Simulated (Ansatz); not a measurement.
MgLa (Pm-3m), PBEsol, DFPT electron-phonon coupling, linearised Boltzmann equation (Ansatz, a program for electronic structure): phonon-limited resistivity 41.0 μΩ·cm at 300 K, 54.4 μΩ·cm at 400 K, current-weighted mean free path 3.8 nm, Drude plasma energy 3.82 eV.

Problem. What Drude relaxation time do resistivity and plasma energy imply?

Solution. ω_p = 5.80e15 s⁻¹, so τ = 1/(ε₀ ω_p² ρ) = 8.18 fs, a damping ħ/τ of 80.5 meV.

Problem. What is the classical skin depth at 100 GHz (nonmagnetic, μ₀ = 1.257×10⁻⁶ H/m)?

Solution. δ = √(ρ/(π f μ₀)) = 1020 nm.

Problem. What temperature coefficient of resistance follows, and how does it compare with 1/T?

Solution. (ρ₄₀₀ − ρ₃₀₀)/(100 K × ρ₃₀₀) = 3.27×10⁻³ K⁻¹, against 1/T = 3.33×10⁻³ K⁻¹ for a resistivity proportional to T. Impurities would add a constant and lower it.

A metal at this level (no band gap). Only scattering by harmonic phonons is included (no impurities, grain boundaries, electron-electron scattering or thermal expansion). Spin-orbit coupling is left out. The run warned that the eigensolver left some states short of its tolerance. Halving the electron mesh (24x24x24) moves the resistivity by up to 2 % at 300 K, the mean free path by up to 3 %. Smearing 0.20 eV; phonons on a 4x4x4 q mesh, which this run doesn't test.

Formula and space group known from diffraction (Crystallography Open Database), not checked to be the room-temperature form: MgLa (Pm-3m).
